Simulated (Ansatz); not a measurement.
YN (Fm-3m), HSE06 with spin-orbit coupling, rigid bands (Ansatz, a program for electronic structure): N_v = 2.10e19 cm⁻³ at 300 K and a hole conductivity mass of 0.552 mₑ.

For 1e17 holes per cm³ at 300 K, place the Fermi level, estimate the Seebeck coefficient of a parabolic band with constant τ, and give mobility and conductivity for τ = 20 fs.

The level lies k_BT ln(N_v/p) = 0.138 eV above the valence-band maximum. S ≈ +(k_B/e)[ln(N_v/p) + 5/2] = 676 μV/K, against 689 μV/K from the full bands (mean over directions). μ = eτ/m = 63.7 cm²/(V·s) and σ = peμ = 1.02 S/cm. τ is assumed, not computed.

Band transport and this doping are assumed; polarons and phonon drag are left out. Geometry: cell and atoms relaxed with PBEsol.
